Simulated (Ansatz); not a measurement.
# How the band gap of SrAlHO2 (model structure, started from the SrVO2H type, P4/mmm, No. 123, 5 atoms in the cell) moves with the method

No measured value is used here.

| level (code) | value (eV) |
|---|---|
| LDA (Ansatz) | 3.45 |
| PBE+SOC (Ansatz) | 3.53 (indirect) |
| PBEsol+SOC (Ansatz) | 3.48 (indirect) |
| r²SCAN+SOC (Ansatz) | 4.32 (indirect) |
| HSE06+SOC (Ansatz) | 5.22 (direct) |
| PBE0 (Ansatz) | 5.96 |
| G0W0@PBEsol+SOC (Ansatz) | 5.87 |

Computed values are for a static lattice. Spin–orbit coupling is included only where a level's name says +SOC; with heavier elements it mostly lowers gaps and can invert bands.  G0W0@PBEsol+SOC: spin–orbit coupling enters as the shift of the gap found with a semilocal functional. Values are at the PBEsol cell. Cutoffs and k meshes differ between the levels. Ansatz's density-functional and Hartree–Fock values are scalar-relativistic unless marked +SOC, with PAW data made under PBE.

A model structure was made by putting elements into a prototype or built by hand; it is no filed structure, need not be a known phase, and can be a saddle point held by its symmetry.

Ansatz is a program for electronic structure.
